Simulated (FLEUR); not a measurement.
Worked example: self-consistent single point of Si (Fd-3m, 2 atoms in the cell) in FLEUR.

Method: FLEUR with PBE, all-electron FLAPW (FLEUR), scalar-relativistic valence.

The change in words: lattice scaled by 0.98. Reference geometry:
```
CELL_PARAMETERS angstrom
      0.00000     2.72566     2.72566
      2.72566     0.00000     2.72566
      2.72566     2.72566     0.00000
ATOMIC_POSITIONS crystal
  Si 0.25000 0.25000 0.25000
  Si 0.00000 0.00000 0.00000
```

Reference input (self-consistent single point, DFT, PBE, all-electron FLAPW (FLEUR), scalar-relativistic valence): Kmax = 3.9 1/bohr; GmaxXC = 13.7 1/bohr; xcFunctional = pbe; jspins = 1; l_soc = F; mode = hist; fermiSmearingEnergy = 0.00073499 Htr; mesh (inpgen div1-3) = 8 8 8; inpgen gamma flag = true; Gmax = 13.7 1/bohr; numbands = 0; maxIterBroyd = 40. This run's input differs from it in these lines:

```diff
@@ -3,5 +3,5 @@
 &input film=f /
-0.0000000000 2.7256610000 2.7256610000
-2.7256610000 0.0000000000 2.7256610000
-2.7256610000 2.7256610000 0.0000000000
+0.0000000000 2.6711480000 2.6711480000
+2.6711480000 -0.0000000000 2.6711480000
+2.6711480000 2.6711480000 -0.0000000000
 1.8897261246
@@ -43,5 +43,5 @@
          <bravaisMatrix>
-            <row-1>    0.0000000000000000     5.1507527985033601     5.1507527985033601</row-1>
-            <row-2>    5.1507527985033601     0.0000000000000000     5.1507527985033601</row-2>
-            <row-3>    5.1507527985033601     5.1507527985033601     0.0000000000000000</row-3>
+            <row-1>    0.0000000000000000     5.0477381582730407     5.0477381582730407</row-1>
+            <row-2>    5.0477381582730407     0.0000000000000000     5.0477381582730407</row-2>
+            <row-3>    5.0477381582730407     5.0477381582730407     0.0000000000000000</row-3>
          </bravaisMatrix>
```

The program printed (abridged):

```
 Iteration:     1   Distance:       8.70922544 me/bohr^3
 Iteration:     2   Distance:       8.21811728 me/bohr^3
 Iteration:     3   Distance:       1.03388743 me/bohr^3
 Iteration:     4   Distance:       0.52318265 me/bohr^3
 Iteration:     5   Distance:       0.23732020 me/bohr^3
   [... 3 lines left out ...]
 Iteration:     9   Distance:       0.00239095 me/bohr^3
 Iteration:    10   Distance:       0.00018901 me/bohr^3
 Iteration:    11   Distance:       0.00001592 me/bohr^3
 Iteration:    12   Distance:       0.00000861 me/bohr^3
 Run finished successfully
 Stop message:
   Structural relaxation: Done

[file out, last iteration]
             iter=     13
[...]
          total density-effective poten   -8.9754843957E+02
          total charge density-energy d   -4.1790351404E+01
 Updated energy parameters for spin:           1
[...]
 fermi energy and band-weighting factors:

[...]
FERMIE:
          first approx. to ef    (T=0)  :   0.238635 htr   (energy of the highest occ. eigenvalue)
          number of occ. states  (T=0)  :        116
          first approx. to seigv (T=0)  :   0.376951 htr
          sum of weights of occ. states :   4.000000
          sum of semicore charge        :   0.000000 e
FERHIS:  Fermi-Energy by histogram:
          bandgap                     :   0.019557 htr
   [... lines left out ...]
          charge neutrality (T=0)     :   0.000000    (zero if the highest occ. eigenvalue is "entirely" occupied)
 Direct bandgap for spin            1 :    9.4815701147498460E-002  Htr
   [... lines left out ...]
 ---->    (input%tkb*entropy) TS=              0.0000000000 htr
 ---->    free energy=                      -580.0695999240 htr
      extrapolation for T->0
 ---->    total electron energy=            -580.0695999240 htr
 ***** TOTAL FORCES ON ATOMS *****
 TOTAL FORCE FOR ATOM TYPE=  1  X=  1.262   Y=  1.262   Z=  1.262
                       FX_TOT= 0.000000 FY_TOT= 0.000000 FZ_TOT= 0.000000
 Structural relaxation: Done
```

The run converged in 12 iterations. FLEUR gives forces in its relaxation mode, with a further iteration, so its stop message speaks of a relaxation. Against the reference run the free energy rises by 29.6 meV/atom and the gap on the mesh goes from 0.635 to 0.532 eV.

The starting cell comes from a database of computed structures (which also holds hypothetical and non-ambient phases and stackings), without a prior relaxation at this level. Its lattice was rescaled by a random factor within 2.5 % of one. For this run, on top of that: lattice scaled by 0.98. Values depend on the basis (sphere radii, cutoffs, local orbitals), which need not be converged.
